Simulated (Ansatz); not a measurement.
The parent structure is ZnCu₂SnS₄ (space group I-4, No. 82).

```
ZnCu2SnS4
1.0
   -2.65874     2.65874     5.32154
    2.65874    -2.65874     5.32154
    2.65874     2.65874    -5.32154
Cu Zn Sn S
2 1 1 4
Direct
  0.00000   0.00000   0.00000
  0.75000   0.25000   0.50000
  0.25000   0.75000   0.50000
  0.50000   0.50000   0.00000
  0.36981   0.90003   0.00920
  0.09997   0.10917   0.46979
  0.89083   0.36062   0.99080
  0.63938   0.63019   0.53021
```

Cartesian axes are those of the cell as printed.

All numbers come from LDA (Ansatz, an electronic-structure program; PAW; 420 eV plane waves; spin-orbit coupling left out).

Base values:

```
Item                              Value
-----------------------------  --------
Pressure                       0.00 GPa
Shortest interatomic distance   2.245 Å
```

One thing is altered: the cell is stretched by 1.50 % along x with no lateral relaxation; the atoms relax in the strained cell.

### Question
Estimate the effect on the pressure.

### Answer
The pressure (mean of the normal stresses, compression positive) goes from zero to -1.27 GPa.

### Question
What happens to the energy relative to the base?

### Answer
The energy rises by 1.5 meV/atom.

### Question
How does this affect the shortest interatomic distance?

### Answer
The shortest interatomic distance increases by 0.011 Å to 2.256 Å.

No phonon test of stability was made. All final runs are without spin polarisation.
